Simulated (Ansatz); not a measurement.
Antifluorite Be2C was calculated with PBEsol (Ansatz, an electronic-structure program, PAW).

Run with plane-wave cutoff 520 eV, 14×14×14 k mesh, Fermi–Dirac smearing 0.01 eV, scalar-relativistic PAW data made under PBE.

Properties against volume:

| V (Å³/atom) | P (GPa) | direct gap at Γ (eV) | smallest gap on the k mesh (eV) |
|---|---|---|---|
| 6.273 | 14.25 | 4.229 | 1.105 |
| 6.406 | 9.08 | 4.192 | 1.096 |
| 6.540 | 4.36 | 4.154 | 1.087 |
| 6.673 | 0.04 | 4.117 | 1.078 |
| 6.807 | -3.90 | 4.081 | 1.070 |
| 6.940 | -7.51 | 4.046 | 1.061 |
| 7.074 | -10.80 | 4.011 | 1.052 |

The fundamental gap (1.08 eV at the equilibrium volume, with added k points) lies elsewhere than Γ–Γ.
